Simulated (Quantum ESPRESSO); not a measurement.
A self-consistent single point of LiAg3 (P1, 4 atoms in the cell) with Quantum ESPRESSO.

Level of theory: LDA (PZ), GBRV 1.5 ultrasoft (LDA) pseudopotentials (plane waves; Quantum ESPRESSO).

```yaml
crystal:
  lattice:
    - [-2.02192, 2.02192, 4.05030]
    - [2.02192, -2.02192, 4.05030]
    - [2.02192, 2.02192, -4.05030]
  atoms:
    - { symbol: Li, position: [0.00600, 0.00101, 0.98997] }
    - { symbol: Ag, position: [0.74978, 0.25491, 0.51020] }
    - { symbol: Ag, position: [0.24289, 0.75955, 0.50727] }
    - { symbol: Ag, position: [0.50133, 0.48453, 0.99255] }
```

Reference input (self-consistent single point, DFT, PBEsol, plane waves, GBRV 1.5 ultrasoft (PBESOL) pseudopotentials): ecutwfc = 40 Ry; ecutrho = 320 Ry; occupations = smearing; smearing = gauss; degauss = 0.019992 Ry; potentials = {Li: li_pbesol_v1.4.uspp.F.UPF, Ag: ag_pbesol_v1.4.uspp.F.UPF}; K_POINTS = automatic 5 5 6 0 0 0; conv_thr = 1e-10 Ry. This run's input differs from it in these lines:

```diff
@@ -22,4 +22,4 @@
 ATOMIC_SPECIES
-Li     6.9400  li_pbesol_v1.4.uspp.F.UPF
-Ag   107.8682  ag_pbesol_v1.4.uspp.F.UPF
+Li     6.9400  li_lda_v1.4.uspp.F.UPF
+Ag   107.8682  ag_lda_v1.4.uspp.F.UPF
 ATOMIC_POSITIONS {crystal}
```

Output (repeated stretches shortened):

```
     Self-consistent Calculation

     iteration #  1     ecut=    40.00 Ry     beta= 0.70

     total energy              =    -896.71807394 Ry
     estimated scf accuracy    <       8.32366544 Ry

     iteration #  2     ecut=    40.00 Ry     beta= 0.70

     total energy              =    -900.31690135 Ry
     estimated scf accuracy    <       9.13452384 Ry

     iteration #  3     ecut=    40.00 Ry     beta= 0.70

     total energy              =    -901.44025522 Ry
     estimated scf accuracy    <       0.32464203 Ry

   [... 7 blocks of this kind left out ...]

     iteration # 11     ecut=    40.00 Ry     beta= 0.70

     total energy              =    -901.45496807 Ry
     estimated scf accuracy    <          4.2E-10 Ry

     iteration # 12     ecut=    40.00 Ry     beta= 0.70
     End of self-consistent calculation

     Number of k-points >= 100: set verbosity='high' to print the bands.

     the Fermi energy is    13.4717 ev

!    total energy              =    -901.45496807 Ry
     estimated scf accuracy    <          3.5E-11 Ry
     smearing contrib. (-TS)   =      -0.00337391 Ry
     internal energy E=F+TS    =    -901.45159416 Ry

     convergence has been achieved in  12 iterations

     Forces acting on atoms (cartesian axes, Ry/au):

     atom    1 type  1   force =     0.00240246    0.00149951   -0.00691851
     atom    2 type  2   force =    -0.00307040   -0.00303944    0.00349056
     atom    3 type  2   force =    -0.00887721    0.00479039    0.00183261
     atom    4 type  2   force =     0.00954515   -0.00325046    0.00159534

     Total force =     0.017207     Total SCF correction =     0.000009

          total   stress  (Ry/bohr**3)                   (kbar)     P=      -73.28
  -0.00048529  -0.00000043   0.00000178          -71.39       -0.06        0.26
  -0.00000043  -0.00049866   0.00000742           -0.06      -73.36        1.09
   0.00000178   0.00000742  -0.00051048            0.26        1.09      -75.09

   JOB DONE.
```

The run converged in 12 iterations. Against the reference run the pressure goes from -3.59 to -7.33 GPa and the largest force goes from 0.292 to 0.264 eV/Å.

The starting cell comes from a database of computed structures (which also holds hypothetical and non-ambient phases and stackings), without a prior relaxation at this level. Its atoms were displaced at random from the sites of space group no. 139. With a pressure of about -7 GPa the cell is away from its equilibrium volume at this level.

Cost on one core of a shared machine: roughly 4 min.
